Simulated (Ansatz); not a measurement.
The starting structures come from a database of crystals and need not be the phases stable at ambient conditions.

 Where the default PAW files enter, the runs use the earlier of Ansatz's two default sets.

By PBEsol, the system below comes out a metal.

Given:

```
CELL_PARAMETERS angstrom
      2.87758     0.00000     0.00000
      0.00000     2.87758     0.00000
      0.00000     0.00000     2.87758
ATOMIC_POSITIONS crystal
  Ga 0.00000 0.00000 0.00000
  Ni 0.50000 0.50000 0.50000
```

Space group of this cell: Pm-3m, CsCl type. The cell is taken as given; by PBEsol its mean pressure is -0.8 GPa.

The current flows along the normal of the first two printed cell vectors, the (001) plane of the conventional cell. No spin-orbit coupling; the value is a mean over 0.1 eV about the Fermi level.

### Question
Compute, with PBEsol run with Ansatz (a quantum-chemistry and plane-wave program), the ballistic conductance per area.

### Answer
1.1 × 10¹⁵ S/m² for both spins.
